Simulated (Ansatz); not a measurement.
BAs in the zinc blende structure (space group F-43m, No. 216)

```yaml
crystal:
  lattice:
    - [0.00000, 2.38395, 2.38395]
    - [2.38395, 0.00000, 2.38395]
    - [2.38395, 2.38395, 0.00000]
  atoms:
    - { symbol: B, position: [0.00000, 0.00000, 0.00000] }
    - { symbol: As, position: [0.25000, 0.25000, 0.25000] }
```

Computed with Ansatz (a first-principles code), PBEsol, PAW, cutoff 420 eV, no spin-orbit coupling. k-mesh 12×12×12 (Γ-centred); smearing 0.05 eV (Fermi–Dirac).

| Property | Result |
|---|---|
| Volume per atom | 13.55 Å³ |
| Density | 5.25 g/cm³ |
| Band gap | 1.08 eV, indirect, Γ → Γ–X (82 % along) |
| Electron mass | 1.1 mₑ along k, 0.21 mₑ across |
| Hole mass (degenerate bands, along [100]) | 0.23 mₑ |
| Lowest conduction-band minima above the VBM | a point along ⟨100⟩, about 1.1 Å⁻¹ from Γ 1.08 eV |
| Total energy | -2482.884 eV/atom (σ→0; compares only within this code and set-up) |

Masses are band curvatures over ±0.01 Å⁻¹ around the edge. Along k means along the line from Γ to the band edge. Whether these cells are dynamically stable was not tested.
